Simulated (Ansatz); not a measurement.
The reference is WC (space group P-6m2, No. 187; a = 2.913 Å, c = 2.835 Å; relaxed with 0.1 eV smearing). Axes: x lies along a and z along c of the hexagonal cell.

Level of theory: plane-wave PAW DFT at the r2SCAN level (Ansatz, a quantum-chemistry and plane-wave program, 500 eV), spin-orbit coupling left out.

Base values:

| Item | Value |
|---|---|
| Pressure | 0.0 GPa |
| Shortest interatomic distance | 2.199 Å |

Now apply this change: the cell is compressed by 0.50 % along x with no lateral relaxation; the atoms relax in the strained cell.

Problem. Estimate the effect on the energy relative to the base.

Solution. The energy increases by 0.6 meV/atom.

Problem. What happens to the pressure?

Solution. The pressure (mean of the normal stresses, compression positive) goes from zero to 1.9 GPa.

Problem. Estimate the effect on the shortest interatomic distance.

Solution. The shortest interatomic distance shrinks by 0.004 Å (2.199 Å → 2.195 Å).

Whether these cells are dynamically stable was not tested. All final runs are without spin polarisation.
